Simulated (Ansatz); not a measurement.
We consider Zr (model structure, P6/mmm, No. 191, 3 atoms in the cell), described by LDA (Ansatz, a first-principles code, plane waves, PAW).

Settings: plane-wave cutoff 520 eV, 12×12×18 k mesh (along the axes of the cell as run), Fermi–Dirac smearing 0.05 eV, scalar-relativistic PAW data made under PBE.

Cell (relaxed at this level):

Zr is modelled in the hexagonal space group P6/mmm (No. 191), Pearson symbol hP3. Lattice parameters: a = 4.922 Å, b = 4.922 Å, c = 3.083 Å, α = 90.00°, β = 90.00°, γ = 120.00°. Zr1 on 1a has 14 Zr at 3.083–3.233 Å. Zr2 on 2d is surrounded by 3 Zr at 2.842 Å and 8 Zr at 3.083–3.233 Å. (Neighbours: up to the widest gap in distance over summed covalent radii, below 1.35, at either atom.)

Problem. Predict the bulk modulus.

Solution. 
* **bulk modulus**: 108 GPa

The run finds no gap.

Note: the bulk modulus is −V dP/dV from two relaxed cells at ±2 % in volume; the relaxation could raise the start's symmetry but not lower it, so the cell can be a saddle point.

Computed values are for the static lattice.

Cost on a shared machine: about 60 core-seconds (a rough figure).

A model structure was made by putting elements into a prototype or built by hand; it is no filed structure, need not be a known phase, and can be a saddle point held by its symmetry.
